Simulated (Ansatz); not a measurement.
Where the default PAW files enter, the runs use the earlier of Ansatz's two default sets.

The decay constant κ of evanescent states in the gap governs leakage through a thin film.

```yaml
crystal:
  lattice:
    - [4.33584, 0.00000, 0.00000]
    - [2.16792, 4.35281, 0.00000]
    - [2.16792, -0.35991, 1.19879]
  atoms:
    - { symbol: C, position: [0.60386, 0.06281, 0.06281] }
    - { symbol: C, position: [0.39614, 0.93719, 0.93719] }
    - { symbol: C, position: [0.77052, 0.56281, 0.56281] }
    - { symbol: C, position: [0.22948, 0.43719, 0.43719] }
```

Space group of this cell: P6_3/mmc. The cell is taken as given.

Transport runs along the normal of the first two printed cell vectors, the (111) plane of the conventional cell.

No gap correction and no spin-orbit coupling; mid-gap values are interpolated between computed energies.

**Question.** Estimate the band gap and the smallest decay constant κ at mid-gap that r2SCAN in Ansatz (a program for electronic structure) returns for this system.

**Answer.** Gap 3.59 eV on a 24×24×24 mesh; κ = 0.313 1/Å, at the zone centre.
